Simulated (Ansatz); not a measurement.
# GaN: pressure −1 GPa

Base system: GaN in the zinc blende structure (space group F-43m, No. 216; a = 4.4554 Å).

It is then changed as follows: a negative pressure, −1 GPa.

Method: LDA in Ansatz (plane waves to 420 eV, PAW, spin-orbit coupling left out). Settings: 13×13×13 k-points, 0.05 eV Fermi–Dirac smearing.

```tsv
quantity	base	changed	shift
volume per atom	11.06 Å³	11.11 Å³	+0.055 Å³
density	6.29 g/cm³	6.26 g/cm³	-0.03 g/cm³
lattice parameter a	4.455 Å	4.463 Å	+0.0074 Å
shortest interatomic distance	1.929 Å	1.932 Å	+0.003 Å
enthalpy H = E + PV relative to the base's energy	–	-0.07 eV/atom	–
band gap	1.96 eV	1.92 eV	-0.033 eV
gap character	direct at Γ	direct at Γ	–
width of the top valence band	3.86 eV	3.84 eV	-0.026 eV
electron mass	0.18 mₑ (at Γ)	0.17 mₑ (at Γ)	–
hole mass (degenerate bands, along [100])	0.18, 0.85, 0.85 mₑ (at Γ)	0.18, 0.85, 0.85 mₑ (at Γ)	–
valley order (the lowest conduction-band minima on the path, energy above the VBM, named in the base's zone)	Γ 1.96 eV; X along ⟨100⟩ 3.27 eV	Γ 1.92 eV; X along ⟨100⟩ 3.27 eV	–
```

Cost of the whole job for the changed cell (relaxation, final SCF and bands): very roughly 17 core-seconds.

Load acts through the strain it causes; cell and atoms are relaxed under it. Masses are band curvatures over ±0.01 Å⁻¹ around the edge. Whether these cells are dynamically stable was not tested. This is not the structure that GaN has at room temperature and ambient pressure.

Ansatz is a first-principles code.
